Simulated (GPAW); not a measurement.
Worked example: self-consistent single point of Mg₅Te (R32, 6 atoms in the cell) in GPAW.

Method of the run: vdW-DF2, GPAW PAW datasets PBE (gpaw-data 1.0.1) (plane waves; GPAW).

```
CELL_PARAMETERS angstrom
      2.78886     1.61015     5.28499
     -2.78886     1.61015     5.28499
      0.00000    -3.22030     5.28499
ATOMIC_POSITIONS crystal
  Mg 0.66845 0.33155 0.00000
  Mg 0.00000 0.66845 0.33155
  Mg 0.33155 0.00000 0.66845
  Mg 0.17019 0.17019 0.17019
  Mg 0.82981 0.82981 0.82981
  Te 0.50000 0.50000 0.50000
```

Reference input (self-consistent single point, DFT LDA (Perdew-Wang 92), plane waves, GPAW PAW datasets LDA (gpaw-data 1.0.1)): mode = pw; ecut = 800 eV; xc = LDA; kpts = 4 4 4; mesh shift (steps) = 0 0 0; occupations.name = methfessel-paxton; occupations.width = 0.2 eV; occupations.order = 0; nbands = -12; convergence.density = 1e-05 e/electron; convergence.energy = 1e-05 eV/electron; symmetry.symmorphic = false. This run's input differs from it in these lines:

```diff
@@ -17,3 +17,3 @@
 calc = GPAW(mode={'name': 'pw', 'ecut': 800},
-            xc='LDA',
+            xc={'name': 'vdW-DF2', 'backend': 'libvdwxc'},
             kpts={'size': (4, 4, 4), 'gamma': True},
```

Its files differ too (potentials: GPAW PAW datasets PBE (gpaw-data 1.0.1)).

The program printed (abridged):

```
     iter     time        total  log10-change:
                         energy   eigst   dens
iter:   1 --:--:--  -230.842399
iter:   2 --:--:--  -230.993909   -0.04  -1.59
iter:   3 --:--:--  -231.072260   -0.62  -1.62
iter:   4 --:--:--  -231.155185   -1.03  -1.73
iter:   5 --:--:--  -231.145750   -1.78  -2.10
iter:   6 --:--:--  -231.153371   -2.22  -2.36
iter:   7 --:--:--  -231.152461   -3.18  -2.82
iter:   8 --:--:--  -231.152858   -3.71  -2.74
iter:   9 --:--:--  -231.152765c  -4.78  -3.32
iter:  10 --:--:--  -231.152793c  -4.83  -3.35
iter:  11 --:--:--  -231.152790c  -5.85  -3.70
iter:  12 --:--:--  -231.152838c  -5.76  -3.78
iter:  13 --:--:--  -231.152837c  -6.56  -4.02
iter:  14 --:--:--  -231.152834c  -6.39  -4.06
iter:  15 --:--:--  -231.152836c  -7.36  -4.83
iter:  16 --:--:--  -231.152836c  -8.41c -4.97
iter:  17 --:--:--  -231.152837c  -8.87c -5.03c
Converged after 17 iterations.

Dipole moment: (-0.000000, 0.000000, -0.000000) |e|*Ang

Energy contributions relative to reference atoms: (reference = -212038.907877)

Kinetic:         +2.960284
Potential:       +3.955695
External:        +0.000000
XC:            -237.984881
Entropy (-ST):   -0.056400
Local:           -0.055735
SIC:             +0.000000
--------------------------
Free energy:   -231.181037
Extrapolated:  -231.152837

Non-local vdW-DF2 correlation energy: 1.418628
Semilocal GGA_X_RPW86+LDA_C_PW energy: -193.018792
(Not including atomic contributions)
Showing only first 2 kpts
 Kpt  Band  Eigenvalues  Occupancy
  0    26      3.86332    2.00000
  0    27      4.35157    1.95905
  0    28      4.35158    1.95905
  0    29      5.21915    0.00004

  1    26      2.96944    2.00000
  1    27      4.17382    1.99904
   [... lines left out ...]
Fermi level: 4.64065
No gap
   [... lines left out ...]
  0 Mg    0.07439    0.00000    0.00000
  1 Mg   -0.03719    0.06442    0.00000
  2 Mg   -0.03719   -0.06442    0.00000
  3 Mg    0.00000   -0.00000    0.04725
  4 Mg    0.00000    0.00000   -0.04725
  5 Te    0.00000   -0.00000   -0.00000

Stress tensor:
    -0.016133     0.000000     0.000000
    -0.000000    -0.016133     0.000000
     0.000000     0.000000    -0.002416
Stress (GPa, Voigt): [-2.5847 -2.5847 -0.3871  0.      0.      0.    ]
```

The run converged in 17 iterations. GPAW prints stress with tension positive. Against the reference run the pressure goes from -2.19 to 1.85 GPa and the largest force goes from 0.027 to 0.074 eV/Å.

The starting cell comes from a database of computed structures (which also holds hypothetical and non-ambient phases and stackings), without a prior relaxation at this level. The run gives no clean gap (levels at the Fermi energy touch, overlap or are partly filled at this smearing), which alone does not show that the compound is a metal.

Cost on one core of a shared machine: roughly 2 min.
